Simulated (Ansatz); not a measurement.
The parent structure is Ta₂C (space group P-3m1, No. 164; a = 3.095 Å, c = 4.922 Å).

Now apply this change: a hydrostatic pressure of 0.3 GPa.

Levels (all Ansatz, a first-principles code, PAW): PBEsol (420 eV, spin-orbit coupling left out); PBEsol+SOC (420 eV, noncollinear with spin-orbit coupling).

The geometry is relaxed with PBEsol.

* **PBEsol pressure**: 0.3 GPa

### Question
Predict the pressure from PBEsol+SOC.

### Answer
The pressure drops by 0.5 GPa to -0.2 GPa.

Single points use the geometry relaxed with PBEsol. The spin-orbit shifts are approximate. Load acts through the strain it causes; cell and atoms are relaxed under it. Stability against distortions was not tested. The runs without spin-orbit coupling are not spin-polarised.
